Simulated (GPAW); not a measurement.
Band structure of HgTe (P3_221, 6 atoms in the cell).

```xyz
6
Lattice="4.5827 0.0000 0.0000 -2.2914 3.9688 0.0000 0.0000 0.0000 10.2290" Properties=species:S:1:pos:R:3 pbc="T T T"
Hg     1.5772     2.7318     0.0000
Hg     1.4283     0.0000     6.8193
Hg    -0.7142     1.2370     3.4097
Te     1.1771     2.0388     5.1145
Te     2.2285     0.0000     1.7048
Te    -1.1142     1.9299     8.5241
```

Method of the run: PBEsol, GPAW PAW datasets PBEsol (made by gpaw-setup) (plane waves; GPAW).

Settings: mode = pw; ecut = 550 eV; xc = PBEsol; kpts = 5 5 2; mesh shift (steps) = 0 0 0; occupations.name = fermi-dirac; occupations.width = 0.01 eV; nbands = -4; convergence.bands = -2; symmetry.symmorphic = false; symmetry.tolerance = 0.0005; maxiter = 100; bandpath_npoints = 40.

The starting cell comes from a database of computed structures (which also holds hypothetical and non-ambient phases and stackings), without a prior relaxation at this level. Its lattice was rescaled by a random factor within 2.5 % of one. Spin-orbit coupling is off.

Predict the gap along the standard path and the places of the band edges.

The gap along the path is 0.68 eV, from A to M; the smallest direct gap on it is 0.92 eV. Another conduction valley lies within 0.1 eV, so the order of the valleys is not sure.

Levels in eV from the top of the valence band on the SCF mesh, bands 33 to 40:
| point | 33 | 34 | 35 | 36 | 37 | 38 | 39 | 40 |
|---|---|---|---|---|---|---|---|---|
| Γ | -1.33 | -0.22 | -0.18 | -0.18 | 0.74 | 2.20 | 2.20 | 3.14 |
| M | -2.20 | -1.41 | -1.13 | -0.94 | 0.68 | 1.61 | 1.81 | 2.55 |
| K | -2.92 | -1.48 | -1.04 | -1.04 | 0.93 | 1.60 | 1.60 | 4.89 |
| A | -1.33 | -0.27 | -0.27 | 0.00 | 1.62 | 1.62 | 1.91 | 2.87 |
| L | -2.17 | -2.04 | -1.13 | -0.84 | 1.09 | 1.66 | 2.20 | 2.80 |
| H | -2.46 | -2.46 | -2.18 | -1.01 | 1.84 | 2.40 | 2.40 | 3.79 |
